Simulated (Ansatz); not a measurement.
Start from BeSe in the zinc blende structure (space group F-43m, No. 216; a = 5.129 Å). Axes: x, y, z lie along the cube axes.

The values are results of PBEsol (Ansatz, a quantum-chemistry and plane-wave program; PAW; 420 eV plane waves; no SOC), not measurements.

Strains are applied to the cell and any free atomic positions relax; under biaxial strain the out-of-plane vector relaxes too.

One change was made to it. Results:

```json
[
 {"quantity": "shortest interatomic distance", "base": "2.221 Å", "after": "2.184 Å"},
 {"quantity": "band gap", "base": "2.47 eV", "after": "2.24 eV"},
 {"quantity": "valence-band top at Γ (three highest levels, from the VBM)", "base": "0.00, 0.00, 0.00 eV", "after": "0.00, 0.00, -0.34 eV"}
]
```

**Question.** Which change produced these results?
(A) biaxial strain −0.42 %, plane normal [111], relaxed out of plane
(B) biaxial strain +2.50 %, plane normal [111], relaxed out of plane
(C) biaxial strain −2.50 %, plane normal [111], relaxed out of plane
(D) biaxial strain −1.67 %, plane normal [111], relaxed out of plane

**Answer.** C, biaxial strain −2.50 %, plane normal [111], relaxed out of plane. For comparison, the band gap in the other runs: biaxial strain +2.50 %, plane normal [111], relaxed out of plane gives 2.37 eV; biaxial strain −1.67 %, plane normal [111], relaxed out of plane gives 2.33 eV; biaxial strain −0.42 %, plane normal [111], relaxed out of plane gives 2.43 eV.

Whether these cells are dynamically stable was not tested.
